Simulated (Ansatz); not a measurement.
Consider AlN in the zinc blende structure (space group F-43m, No. 216; a = 4.342 Å).

All numbers come from LDA, PAW, 420 eV (Ansatz, a quantum-chemistry and plane-wave program; without spin-orbit coupling).

One change was made to it. Results:

| quantity | base | after |
|---|---|---|
| shortest interatomic distance | 1.880 Å | 1.856 Å |
| band gap | 3.25 eV | 3.27 eV |
| electron mass | 0.52 mₑ along k, 0.32 mₑ across (at X) | 0.52 mₑ along k, 0.32 mₑ across (at X) |

**Question.** Name the change that was made.
(A) pressure 2.1 GPa
(B) pressure −1 GPa
(C) pressure 30 GPa
(D) pressure 9 GPa

**Answer.** D, pressure 9 GPa. For comparison, the shortest interatomic distance in the other runs: pressure 2.1 GPa gives 1.874 Å; pressure 30 GPa gives 1.810 Å; pressure −1 GPa gives 1.883 Å.

Load acts through the strain it causes; cell and atoms are relaxed under it. Effective masses come from finite differences of ±0.01 Å⁻¹. Along k means along the line from Γ to the band edge. Whether these cells are dynamically stable was not tested. Tetrahedral semiconductors of this kind turn to denser phases somewhere between about 1 and 50 GPa; those were not computed, so compressed cells here can lie past the real transition. This is not the structure that AlN has at room temperature and ambient pressure.
